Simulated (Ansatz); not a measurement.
Amorphous Si24O49H2, 75 atoms at 2.10 g/cm³, one PBE-relaxed geometry, zone centre. Methods: PBE, scalar-relativistic without spin-orbit coupling (Ansatz, a program for electronic structure); r2SCAN, scalar-relativistic without spin-orbit coupling (Ansatz); HSE06, scalar-relativistic without spin-orbit coupling (Ansatz); PBE0, scalar-relativistic without spin-orbit coupling (Ansatz). Plane waves to 420 eV (r2SCAN 500 eV); exact exchange is cut at the cell's faces. At PBE the levels at the filled edge of the gap are localised (band-tail or defect states). All rungs ran without spin polarisation.

The cell was made by melting and quenching with the CHGNet potential and then relaxed with DFT. O atoms were pushed apart under 1.9 Å during the dynamics, to hinder bonds among them. The hot cell started wider than the set density and was brought back towards it in steps. It is the lowest in DFT energy of 2 quenches. It is a model cell: composition and starting density were chosen by hand, and all elements were melted together. No dispersion term was used. A short ab initio anneal came between quench and relaxation. Its density started from a set value of 2.10 and ended at 2.10 g/cm³. The simulated quench (nominally 980 K/ps over its main leg) is rapid and tends to freeze in more defects than a deposited or slowly cooled glass has. One small periodic cell is one sample of the glass; other quenches scatter about these values. The volume was held where the preparation left it and the shape relaxed, at a PBE pressure of 2.5 GPa. Stress components on the final sampling reach 2.6 GPa.

The relaxation ran on the zone centre alone. At PBE the level gap is 5.35 eV on a 2×2×2 Γ-centred mesh, and the spacing at the zone centre alone 5.35 eV.

### Question
What zone-centre spacing does r2SCAN give, roughly?

### Answer
6.08 eV (+0.73 eV against PBE).

### Question
What zone-centre spacing does HSE06 give, roughly?

### Answer
7.16 eV (+1.81 eV against PBE).

### Question
What zone-centre spacing does PBE0 give, roughly?

### Answer
7.93 eV (+2.58 eV against PBE).

The highest filled and the lowest empty state spread over these numbers of atoms (participation numbers): PBE: 6.0 and 66.6; r2SCAN: 5.1 and 67.4; HSE06: 5.1 and 64.2; PBE0: 5.1 and 64.1.
